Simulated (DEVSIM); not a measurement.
Device: W/SiO2/p-GaSb capacitor, at 400 K.

```tsv
layer (left to right)	material	thickness (nm)	Na (cm⁻³)
1	SiO2	3.10	-
2	GaSb	830	5.2e17
```

Metal gate on the left, work function 4.6 eV. Fixed charge at the semiconductor interface 0 cm⁻² (in units of +e); no interface traps.

The device is made up for the run: typed textbook-type constants, with dimensions and the other settings drawn at random. Values at 300 K; Nc and Nv go as T^1.5, mobilities as T to minus their exponent, the gap by Varshni's rule with the affinity fixed.

```csv
parameter,SiO2,GaSb
gap (eV),9,0.726
affinity (eV),0.9,4.06
permittivity,3.9,15.7
Nc (cm⁻³),-,2.1e17
Nv (cm⁻³),-,1.8e19
Varshni α (eV/K),-,0.00042
Varshni β (K),-,140
```

DEVSIM, 1D Poisson equation in equilibrium, Boltzmann statistics, complete ionisation; no quantum confinement or tunnelling. Metal contacts follow the ideal Schottky-Mott rule: no Fermi-level pinning, no interface dipoles.

The substrate doping was swept, all else fixed.

```csv
substrate doping (cm^-3),flat-band voltage (V),minimum of the low-frequency capacitance (μF/cm²)
2.6e16,0.09,0.107
5.2e16,0.07,0.140
1e17,0.05,0.167
2.6e17,0.01,0.230
5.2e17,-0.01,0.288
1e18,-0.03,0.351
```

From the first row to the last the flat-band voltage goes from 0.09 to -0.03. From the first row to the last the minimum of the low-frequency capacitance goes from 0.107 to 0.351.
